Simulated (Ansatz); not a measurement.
Functionals compared on Cl on the 1x1 (110) surface of bcc W, one in a 2x2 cell, started at the site 'hollow W-W-W', in Ansatz (plane waves, PAW). The structure was relaxed with PBE; the other rows are single points on it, each with its references at the same level. Cutoff 420 eV (500 eV for r2SCAN).

Set-up: 17 atoms, 6.6 Å thick at the start under the adsorbate (thin: gaps and levels are the slab's own); mesh 6x6x1; 0.1 eV smearing; dipole correction on; 8 atoms held, the rest relaxed; start symmetry kept, larger cells not searched; no spin, no spin-orbit, no U, no dispersion correction. At the end it is bonded to 3 W. In PBE it is, or lies within 0.03 eV of, the lowest of the starts that converged. These notes are the PBE run's. Adsorption energies are against ½ Cl2(g). A negative adsorption energy means that the adsorbate is more stable on the surface than in its reference.

```
functional  adsorption energy (eV)  work function of the top face (eV)  change of the work function (eV)         rough cost of the single point
----------  ----------------------  ----------------------------------  --------------------------------  -------------------------------------
PBE                          -2.62                                4.44                             -0.38                                      –
RPBE                         -2.37                                4.33                             -0.36  about 4 core-minutes (a rough figure)
r2SCAN                       -2.92                                4.50                             -0.39          around 9 core-minutes (rough)
```

Ansatz is a program for electronic structure.
